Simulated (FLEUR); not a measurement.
Band structure of MoIr₃ (P6_3/mmc, 8 atoms in the cell).

```xyz
8
Lattice="5.5090 0.0000 0.0000 -2.7545 4.7710 0.0000 0.0000 0.0000 4.3979" Properties=species:S:1:pos:R:3 pbc="T T T"
Mo     0.0000     3.1806     1.0995
Mo     2.7545     1.5903     3.2985
Ir     2.7545     3.1839     1.0995
Ir     0.0000     1.5871     3.2985
Ir    -1.3801     3.9774     3.2985
Ir     4.1346     0.7935     1.0995
Ir     1.3744     0.7935     1.0995
Ir     1.3801     3.9774     3.2985
```

Method: PBEsol, all-electron FLAPW (FLEUR), scalar-relativistic valence run with FLEUR.

Settings: Kmax = 4.2 1/bohr; GmaxXC = 16.8 1/bohr; xcFunctional = PBEs; jspins = 1; l_soc = F; mode = hist; fermiSmearingEnergy = 0.00499791 Htr; mesh (inpgen div1-3) = 5 5 6; inpgen gamma flag = true; Gmax = 16.8 1/bohr; numbands = 0; maxIterBroyd = 15; imix = Anderson; alpha = 0.05.

The starting cell comes from a database of computed structures (which also holds hypothetical and non-ambient phases and stackings), without a prior relaxation at this level. Spin-orbit coupling is off. Spin polarisation is off. Values depend on the basis (sphere radii, cutoffs, local orbitals), which need not be converged.

Levels in eV from the Fermi level, bands 55 to 62:
```csv
point,55,56,57,58,59,60,61,62
Γ,-1.94,-1.67,-0.09,0.65,1.09,1.09,1.21,1.21
M,-1.77,-1.70,-1.43,-1.05,-0.50,-0.47,0.03,0.29
K,-1.63,-1.63,-1.50,-0.86,-0.86,0.43,0.44,0.45
A,-0.63,-0.63,0.05,0.05,0.49,0.49,0.49,0.49
L,-1.68,-1.68,-1.65,-1.65,-0.10,-0.10,0.65,0.65
H,-1.86,-1.86,-1.58,-1.58,0.22,0.22,0.68,0.68
```
